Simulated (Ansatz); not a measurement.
## Step by step: reaction energy

Subject: the reaction energy. Reaction: Ge (diamond) + SnCl4 (gas) → GeCl2 (gas) + SnCl2 (gas). A negative value means that the right-hand side lies lower.

Method: Ansatz (a first-principles code), PAW, neutral cells at 0 K with nuclei at rest, on structures from PBE. Ansatz runs with its default PAW set. Other levels take these structures. The lattices are those relaxed with PBE, so at other levels the solids can be strained. A dispersion term (D3(BJ), or D4 for r2SCAN) was computed beside these levels and is taken off wherever the name lacks it. The runs are scalar-relativistic, without spin-orbit coupling.

Total energies of the cells in eV, at zero smearing width. They compare only within one column; the weights balance every element.

| cell | atoms | weight | r2SCAN |
|---|---|---|---|
| Ge (diamond) | 2 | −1 | -8605.79234 |
| GeCl2 (gas) | 3 | +2 | -6471.90465 |
| SnCl2 (gas) | 3 | +2 | -8208.05719 |
| SnCl4 (gas) | 5 | −2 | -10378.11073 |

r2SCAN: − (-8605.79234) + 2 × (-6471.90465) + 2 × (-8208.05719) − 2 × (-10378.11073) = 2.090 eV; dividing by 2 gives 1.05 eV.

What follows from the r2SCAN value: Per mole of the reaction as written, 1.045 eV × 96.485 = 100.8 kJ.
